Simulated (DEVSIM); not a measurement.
Si/Ge p-n heterojunction

Device: Si/Ge p-n heterojunction, at 300 K.

| layer (left to right) | material | thickness (μm) | Nd (cm⁻³) | Na (cm⁻³) | τn (s) | τp (s) |
|---|---|---|---|---|---|---|
| 1 | Si | 1.40 | - | 1e16 | 3.1e-7 | 3.1e-7 |
| 2 | Ge | 1.10 | 1.6e18 | - | 3.1e-7 | 3.1e-7 |

Left contact: ohmic. Right contact: ohmic. Voltage is applied to the left contact. Recombination: SRH at mid-gap. Mobility is constant in doping.

Constants are typed, rounded textbook-type inputs, not results; the design itself was drawn at random and stands for no fabricated device. Values at 300 K.

```
parameter           Si       Ge
-------------  -------  -------
gap (eV)         1.124    0.664
affinity (eV)     4.05        4
permittivity      11.7       16
Nc (cm⁻³)      2.86e19  1.04e19
Nv (cm⁻³)       3.1e19     6e18
μn (cm²/Vs)       1417     3900
μp (cm²/Vs)        470     1900
```

DEVSIM, 1D drift-diffusion, Boltzmann statistics, complete ionisation; no tunnelling, impact ionisation, image-force lowering or self-heating. Band offsets follow the typed affinities; no thermionic-emission limit at abrupt steps, no polarisation charge.

```
Item                                                 Value
---------------------------------------------  -----------
Potential step across the device at zero bias      0.918 V
Largest field in the device at zero bias       150000 V/cm
Dark forward voltage at 1 A/cm²                    0.541 V
Dark forward voltage at 100 A/cm²                  0.667 V
```

Dark forward current:

```json
[
 {"V (V)": "0.05", "J (A/cm²)": "1.9e-8"},
 {"V (V)": "0.10", "J (A/cm²)": "9.2e-8"},
 {"V (V)": "0.15", "J (A/cm²)": "4.5e-7"},
 {"V (V)": "0.20", "J (A/cm²)": "2.5e-6"},
 {"V (V)": "0.25", "J (A/cm²)": "1.6e-5"},
 {"V (V)": "0.30", "J (A/cm²)": "0.00010"},
 {"V (V)": "0.35", "J (A/cm²)": "0.00068"},
 {"V (V)": "0.40", "J (A/cm²)": "0.0046"},
 {"V (V)": "0.45", "J (A/cm²)": "0.031"},
 {"V (V)": "0.50", "J (A/cm²)": "0.21"},
 {"V (V)": "0.55", "J (A/cm²)": "1.4"},
 {"V (V)": "0.60", "J (A/cm²)": "9.5"},
 {"V (V)": "0.65", "J (A/cm²)": "58"},
 {"V (V)": "0.70", "J (A/cm²)": "280"},
 {"V (V)": "0.75", "J (A/cm²)": "880"},
 {"V (V)": "0.80", "J (A/cm²)": "2100"}
]
```
